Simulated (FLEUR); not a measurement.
A working FLEUR input for Pt (Fm-3m, 1 atom in the cell) (DFT, PBE, all-electron FLAPW (FLEUR), scalar-relativistic valence):

```xml
# input of inpgen
scf Pt
&input film=f /
-0.0000000000 0.7071067812 0.7071067812
0.7071067812 -0.0000000000 0.7071067812
0.7071067812 0.7071067812 -0.0000000000
5.3053438578
1.0 1.0 1.0

1
78 0.0000000000 0.0000000000 0.0000000000

&comp jspins=1 /
&kpt div1=19 div2=19 div3=19 /
&end /
# inp.xml
<?xml version="1.0" encoding="UTF-8" standalone="no"?>
<fleurInput fleurInputVersion="0.39">
   <comment>
      scf Pt                                                                                              
   </comment>
   <calculationSetup>
      <cutoffs Kmax="4.1" Gmax="16.4" GmaxXC="16.4" numbands="0"/>
      <scfLoop itmax="60" minDistance="0.00001" maxIterBroyd="99" imix="Anderson" alpha="0.05" precondParam="0.0" spinf="2.0"/>
      <coreElectrons ctail="T" frcor="F" kcrel="0" coretail_lmax="0"/>
      <xcFunctional name="pbe" relativisticCorrections="F"/>
      <magnetism jspins="1"/>
      <soc l_soc="F" theta="0.0" phi="0.0" spav="F"/>
      <expertModes spex="0" secvar="F"/>
      <geometryOptimization l_f="T" forcealpha="1.0" forcemix="BFGS" epsdisp="0.00001" epsforce="0.00001"/>
      <ldaU l_linMix="F" mixParam="0.05" spinf="1.0"/>
   </calculationSetup>
   <cell>
      <bzIntegration valenceElectrons="16.0" mode="hist" fermiSmearingEnergy="0.00367493">
         <kPointListSelection listName="default-1"/>
         <!-- k-points included here -->
         <xi:include xmlns:xi="http://www.w3.org/2001/XInclude" href="kpts.xml"> </xi:include>
      </bzIntegration>
      <!-- symmetry operations included here -->
      <xi:include xmlns:xi="http://www.w3.org/2001/XInclude" href="sym.xml"> </xi:include>
      <bulkLattice scale="1.0">
         <bravaisMatrix>
            <row-1>    0.0000000000000000     3.7514446184481485     3.7514446184481485</row-1>
            <row-2>    3.7514446184481485     0.0000000000000000     3.7514446184481485</row-2>
            <row-3>    3.7514446184481485     3.7514446184481485     0.0000000000000000</row-3>
         </bravaisMatrix>
      </bulkLattice>
   </cell>
   <atomSpecies>
      <species name="Platinum (Pt)" element="Pt" atomicNumber="78">
         <mtSphere radius="2.43" gridPoints="857" logIncrement="0.016"/>
         <atomicCutoffs lmax="10" lnonsphr="8"/>
         <electronConfig flipSpins="F">
            <coreConfig>(1s1/2) (2s1/2) (2p1/2) (2p3/2) (3s1/2) (3p1/2) (3p3/2) (4s1/2) (3d3/2) (3d5/2) (4p1/2) (4p3/2) (5s1/2) (4d3/2) (4d5/2) (4f5/2) (4f7/2)</coreConfig>
            <valenceConfig>(5p1/2) (5p3/2) (6s1/2) (5d3/2) (5d5/2)</valenceConfig>
            <stateOccupation state="(6s1/2)" spinUp="0.5" spinDown="0.5"/>
            <stateOccupation state="(5d3/2)" spinUp="1.8" spinDown="1.8"/>
            <stateOccupation state="(5d5/2)" spinUp="2.7" spinDown="2.7"/>
         </electronConfig>
         <energyParameters s="6" p="6" d="5" f="5"/>
         <lo type="SCLO" l="1" n="5" eDeriv="0"/>
      </species>
   </atomSpecies>
   <atomGroups>
      <atomGroup species="Platinum (Pt)">
         <relPos label="                   1">.0000000000 .0000000000 .0000000000</relPos>
         <force calculate="T" relaxXYZ="TTT"/>
      </atomGroup>
   </atomGroups>
   <output dos="F" band="F" slice="F">
      <checks vchk="F" cdinf="F"/>
      <bandDOS minEnergy="-.5*Htr" maxEnergy="0.5*Htr" sigma="0.015" storeEVData="T"/>
      <vacuumDOS vacdos="F" integ="F" star="F" nstars="0" locx1="0.0" locy1="0.0" locx2="0.0" locy2="0.0" nstm="0" tworkf="0.0"/>
      <unfoldingBand unfoldBand="F" supercellX="1" supercellY="1" supercellZ="1"/>
      <plotting iplot="0" polar="F">
         <plot TwoD="T" vec1="  1.0  0.0  0.0" vec2="  0.0  1.0  0.0" vec3="  0.0  0.0  1.0" zero="  0.0  0.0  0.0" file="plot"/>
      </plotting>
      <chargeDensitySlicing numkpt="0" minEigenval="0.0" maxEigenval="0.0" nnne="0" pallst="F"/>
      <specialOutput eonly="F"/>
      <magneticCircularDichroism mcd="F" energyLo="-10.0" energyUp="0.0"/>
   </output>
  <!-- We include the file relax.xml here to enable relaxations (see documentation) -->
  <xi:include xmlns:xi="http://www.w3.org/2001/XInclude" href="relax.xml"> <xi:fallback/> </xi:include>
</fleurInput>
```

The run converged in 13 iterations: free energy E − TS -501961.1203 eV; Fermi level (on the code's own zero) 14.32 eV. Each of these slips is then made, one at a time:

(1)
```diff
-      <scfLoop itmax="60" minDistance="0.00001" maxIterBroyd="99" imix="Anderson" alpha="0.05" precondParam="0.0" spinf="2.0"/>
+      <scfLoop itmax="60" minDistance="1.0" maxIterBroyd="99" imix="Anderson" alpha="0.05" precondParam="0.0" spinf="2.0"/>
-      <geometryOptimization l_f="T" forcealpha="1.0" forcemix="BFGS" epsdisp="0.00001" epsforce="0.00001"/>
+      <geometryOptimization l_f="F" forcealpha="1.0" forcemix="BFGS" epsdisp="0.00001" epsforce="0.00001"/>
```

(2)
```diff
-      <bzIntegration valenceElectrons="16.0" mode="hist" fermiSmearingEnergy="0.00367493">
+      <bzIntegration valenceElectrons="16.0" mode="hist" fermiSmearingEnergy="0.1">
```

(3)
```diff
-      <cutoffs Kmax="4.1" Gmax="16.4" GmaxXC="16.4" numbands="0"/>
+      <cutoffs Kmax="4.1" Gmax="7.4" GmaxXC="7.4" numbands="0"/>
```

Q: How does each altered input end?

A: 
(1) A convergence threshold that is too loose. The run converged in 6 iterations without an error; against the sound input the free energy rises by 5.0 meV/atom.

(2) An energy in the wrong unit. The run converged in 13 iterations without an error; against the sound input the free energy goes down by 8.73 eV/atom.

(3) A cutoff for density and potential that is too low. The program stopped with an error.
```
Error message: Diagonalization via LAPACK failed(zhegvx/dsygvx)
Error number: 248
Error from PE:0/1
```

The starting cell comes from a database of computed structures (which also holds hypothetical and non-ambient phases and stackings), without a prior relaxation at this level. Its lattice was rescaled by a random factor within 2.5 % of one. Spin-orbit coupling is off. Spin polarisation is off. Values depend on the basis (sphere radii, cutoffs, local orbitals), which need not be converged.

Left out of this page: 4 runs of the series outside the window shown, repeating another row's setting, or not comparable.
